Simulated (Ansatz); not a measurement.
The starting structures come from a database of crystals and need not be the phases stable at ambient conditions.

The decay constant κ of evanescent states in the gap governs leakage through a thin film.

Data:

```
CaTiO3
1.0
    5.46280     0.00000     0.00000
    0.00000     7.63636     0.00000
    0.00000     0.00000     5.37205
Ca Ti O
4 4 12
Cartesian
  2.49978   1.90909   2.73475
  2.96302   5.72727   2.63730
  0.23162   5.72727   0.04872
  5.23118   1.90909   5.32333
  2.73140   3.81818   0.00000
  0.00000   3.81818   2.68602
  0.00000   0.00000   2.68602
  2.73140   0.00000   0.00000
  2.83339   1.90909   0.41247
  2.62941   5.72727   4.95958
  5.36081   5.72727   3.09849
  0.10199   1.90909   2.27356
  1.14932   0.30668   4.24548
  4.31348   7.32968   1.12657
  1.58208   7.32968   1.55945
  3.88072   0.30668   3.81260
  3.88072   3.51150   3.81260
  1.58208   4.12486   1.55945
  4.31348   4.12486   1.12657
  1.14932   3.51150   4.24548
```

Space group of this cell: Pnma. The cell is taken as given; by PBEsol its mean pressure is -3.0 GPa.

Transport runs along the normal of the first two printed cell vectors.

No gap correction and no spin-orbit coupling; mid-gap values are interpolated between computed energies.

Predict the band gap and the smallest decay constant κ at mid-gap from PBEsol (Ansatz, an electronic-structure program).

Gap 2.39 eV on a 6×4×6 mesh; κ = 0.290 1/Å, at the zone centre.
